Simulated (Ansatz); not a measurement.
Al2Au: response to strain

Base system: Al2Au (space group Fm-3m, No. 225; a = 6.0032 Å; relaxed with 0.1 eV smearing). Axes: x, y, z lie along the cube axes.

Strains are applied to the cell and any free atomic positions relax.

Computed with Kohn–Sham DFT with the PBEsol functional, run in Ansatz (a program for electronic structure) with PAW and 420 eV plane waves, no SOC.

Notes on the quantities. energy relative to the base: free energy F.

```json
[
 {"uniaxial strain ε_zz (%)": "0", "energy relative to the base (meV/atom)": "0.0"},
 {"uniaxial strain ε_zz (%)": "0.5", "energy relative to the base (meV/atom)": "0.2"},
 {"uniaxial strain ε_zz (%)": "1", "energy relative to the base (meV/atom)": "?"},
 {"uniaxial strain ε_zz (%)": "1.5", "energy relative to the base (meV/atom)": "1.9"},
 {"uniaxial strain ε_zz (%)": "2", "energy relative to the base (meV/atom)": "3.3"},
 {"uniaxial strain ε_zz (%)": "2.5", "energy relative to the base (meV/atom)": "5.1"},
 {"uniaxial strain ε_zz (%)": "3", "energy relative to the base (meV/atom)": "7.3"}
]
```

Question: Fit ΔE = Aε² + Bε³ (ε in %) to the rows shown and predict the withheld row.

Answer: Least squares on the printed values gives A = 0.859 and B = -0.016 meV/atom (largest residual 0.0 meV/atom); this predicts 0.8 meV/atom, and the run gives 0.8 meV/atom, in agreement.

Stability against distortions was not tested.
